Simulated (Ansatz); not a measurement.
A computed series for BaTiO3: response to strain

Base system: BaTiO3 in the cubic perovskite structure (space group Pm-3m, No. 221).

```
CELL_PARAMETERS angstrom
      3.96988     0.00000     0.00000
      0.00000     3.96988     0.00000
      0.00000     0.00000     3.96988
ATOMIC_POSITIONS crystal
  Ba 0.00000 0.00000 0.00000
  Ti 0.50000 0.50000 0.50000
  O  0.50000 0.00000 0.50000
  O  0.00000 0.50000 0.50000
  O  0.50000 0.50000 0.00000
```

Cartesian axes are those of the cell as printed.

Strains are applied to the cell and any free atomic positions relax; under biaxial strain the out-of-plane vector relaxes too.

All numbers come from Ansatz (a quantum-chemistry and plane-wave program) PBEsol, no SOC.

Notes on the quantities. energy relative to the base: free energy F; pressure: mean of the normal stresses, compression positive.

| case | energy relative to the base | pressure | ratio −ε⊥/ε∥ | smallest direct gap |
|---|---|---|---|---|
| base | 0 meV/atom | -0.01 GPa | – | 1.89 eV |
| biaxial strain +0.50 %, plane normal [111], relaxed out of plane | +0.7 meV/atom | -1.28 GPa | – | 1.84 eV |
| biaxial strain +1.00 %, plane normal [111], relaxed out of plane | +2.9 meV/atom | -2.52 GPa | 0.54 | 1.78 eV |
| biaxial strain +1.50 %, plane normal [111], relaxed out of plane | +6.6 meV/atom | -3.71 GPa | 0.53 | 1.73 eV |
| biaxial strain +2.00 %, plane normal [111], relaxed out of plane | [?] | [?] | 0.52 | [?] |
| biaxial strain +2.50 %, plane normal [111], relaxed out of plane | +18 meV/atom | -5.95 GPa | 0.52 | 1.63 eV |

Q: Complete the table.

A: 
- biaxial strain +2.00 %, plane normal [111], relaxed out of plane, energy relative to the base: +12 meV/atom
- biaxial strain +2.00 %, plane normal [111], relaxed out of plane, pressure: -4.85 GPa
- biaxial strain +2.00 %, plane normal [111], relaxed out of plane, smallest direct gap: 1.68 eV

Whether these cells are dynamically stable was not tested. All final runs are without spin polarisation. Many cubic perovskites are stable only at high temperature; tilts and polar distortions were not tested. This is not the structure that BaTiO3 has at room temperature and ambient pressure.
